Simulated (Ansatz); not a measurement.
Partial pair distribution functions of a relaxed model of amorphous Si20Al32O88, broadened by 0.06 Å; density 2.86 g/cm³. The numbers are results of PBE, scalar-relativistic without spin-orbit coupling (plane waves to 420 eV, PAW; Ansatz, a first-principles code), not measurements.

A CHGNet melt-quench gave the starting glass, which DFT then relaxed. O atoms were pushed apart under 1.9 Å during the dynamics, to hinder bonds among them. The hot cell started wider than the set density and was brought back towards it in steps. It is the lowest in DFT energy of 4 quenches. It is a model cell: composition and starting density were chosen by hand, and all elements were melted together. No dispersion term was used. Its density started from a set value of 2.86 and ended at 2.86 g/cm³. Cooling (nominally 280 K/ps over its main leg) ran many orders faster than in experiment, which tends to leave more defects and strain. Values belong to this one cell and scatter from quench to quench. The volume was held where the preparation left it and the shape relaxed, at a PBE pressure of 4.1 GPa. Stress components on the final sampling reach 4.1 GPa.

| r (Å) | g Al-O | g Si-O | g Si-Si | g Al-Al |
|---|---|---|---|---|
| 1.35 | 0.00 | 0.00 | 0.00 | 0.00 |
| 1.45 | 0.00 | 0.38 | 0.00 | 0.00 |
| 1.55 | 0.10 | 6.59 | 0.00 | 0.00 |
| 1.65 | 2.14 | 11.71 | 0.00 | 0.00 |
| 1.75 | 7.50 | 3.11 | 0.00 | 0.00 |
| 1.85 | 6.74 | 0.43 | 0.00 | 0.00 |
| 1.95 | 2.50 | 0.18 | 0.00 | 0.00 |
| 2.05 | 0.80 | 0.10 | 0.00 | 0.00 |
| 2.15 | 0.36 | 0.08 | 0.00 | 0.00 |
| 2.25 | 0.06 | 0.01 | 0.00 | 0.00 |
| 2.35 | 0.05 | 0.00 | 0.00 | 0.00 |
| 2.45 | 0.10 | 0.00 | 0.00 | 0.10 |
| 2.55 | 0.15 | 0.00 | 0.01 | 0.92 |
| 2.65 | 0.17 | 0.04 | 0.26 | 1.55 |
| 2.75 | 0.19 | 0.15 | 1.24 | 1.58 |
| 2.85 | 0.21 | 0.22 | 1.17 | 1.70 |
| 2.95 | 0.24 | 0.40 | 2.51 | 1.46 |
| 3.05 | 0.33 | 0.71 | 4.75 | 1.82 |
| 3.15 | 0.64 | 0.74 | 2.67 | 3.06 |
| 3.25 | 0.77 | 0.78 | 0.43 | 3.55 |
| 3.35 | 0.87 | 1.02 | 0.01 | 3.12 |
| 3.45 | 1.13 | 1.33 | 0.00 | 0.95 |
| 3.55 | 1.14 | 1.23 | 0.00 | 0.51 |
| 3.65 | 1.17 | 1.04 | 0.14 | 0.53 |
| 3.75 | 1.27 | 1.28 | 0.61 | 0.80 |
| 3.85 | 1.49 | 1.52 | 0.49 | 0.87 |
| 3.95 | 1.78 | 1.44 | 0.60 | 0.93 |
| 4.05 | 1.65 | 1.34 | 0.89 | 0.53 |
| 4.15 | 1.55 | 1.84 | 1.04 | 0.28 |
| 4.25 | 1.62 | 1.92 | 1.39 | 0.40 |
| 4.35 | 1.42 | 1.37 | 1.51 | 0.48 |
| 4.45 | 1.22 | 0.99 | 1.22 | 0.79 |
| 4.55 | 1.07 | 0.67 | 0.99 | 0.85 |
| 4.65 | 0.93 | 0.83 | 1.70 | 0.61 |
| 4.75 | 0.75 | 0.76 | 1.06 | 0.75 |
| 4.85 | 0.60 | 0.64 | 1.68 | 1.39 |
| 4.95 | 0.57 | 0.77 | 1.59 | 1.15 |
| 5.05 | 0.62 | 0.63 | 1.06 | 0.78 |
| 5.15 | 0.69 | 0.59 | 1.43 | 1.21 |
| 5.25 | 0.71 | 0.77 | 1.44 | 1.37 |
| 5.35 | 0.74 | 0.95 | 0.92 | 1.26 |
| 5.45 | 0.77 | 0.90 | 0.77 | 1.13 |
| 5.55 | 0.74 | 0.87 | 0.78 | 1.28 |
| 5.65 | 0.93 | 0.77 | 1.02 | 1.60 |
| 5.75 | 1.05 | 0.97 | 1.11 | 1.22 |

Within 2.26 Å each Al has 4.50 O neighbours on average.
